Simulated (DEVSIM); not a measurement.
System: Schottky contact on n-type Ge, at 250 K.

```csv
layer (left to right),material,thickness (μm),Nd (cm⁻³),τn (s),τp (s)
1,Ge,3.00,2.2e16,5.9e-5,5.9e-5
2,Ge,10.0,8.4e17,5.9e-5,5.9e-5
```

Left contact: Schottky, work function 4.34 eV, emission velocity 6e6 cm/s. Right contact: ohmic. Voltage is applied to the left contact. Recombination: SRH at mid-gap, radiative. Mobility is constant in doping. Where it depends on doping, it is μmin + (μ − μmin)/(1 + (N/Nref)^α).

The device is made up for the run: typed textbook-type constants, with dimensions and the other settings drawn at random. Values at 300 K; Nc and Nv go as T^1.5, mobilities as T to minus their exponent, the gap by Varshni's rule with the affinity fixed. The table also holds parameters that only a changed run uses.

```
parameter               Ge
----------------  --------
gap (eV)             0.664
affinity (eV)            4
permittivity            16
Nc (cm⁻³)          1.04e19
Nv (cm⁻³)             6e18
μn (cm²/Vs)           3900
μp (cm²/Vs)           1900
μn,min                 150
μp,min                 100
Nref,n              2.6e17
Nref,p                4e17
αn                    0.56
αp                     0.6
T exponent of μn      1.66
T exponent of μp      2.33
B (cm³/s)          6.4e-14
Cn (cm⁶/s)           1e-31
Cp (cm⁶/s)           1e-31
Varshni α (eV/K)  0.000477
Varshni β (K)          235
```

Simulated with DEVSIM: 1D drift-diffusion, Boltzmann statistics, complete ionisation; no tunnelling, impact ionisation, image-force lowering or self-heating. Metal contacts follow the ideal Schottky-Mott rule: no Fermi-level pinning, no interface dipoles.

Base results: dark forward voltage at 100 A/cm² (V) 0.101; potential step across the device at zero bias (V) 0.292.

Task: What follows from this one change: doping Nd of layer 1 2.2e+16 → 6.6e+15 cm^-3?

Result: dark forward voltage at 100 A/cm² 0.101 → 0.107 V; potential step across the device at zero bias little changed (0.292 V).

Task: What follows from this one change: doping Nd of layer 2 8.4e+17 → 2.5e+17 cm^-3?

Result: dark forward voltage at 100 A/cm² little changed (0.102 V); potential step across the device at zero bias 0.292 → 0.266 V.
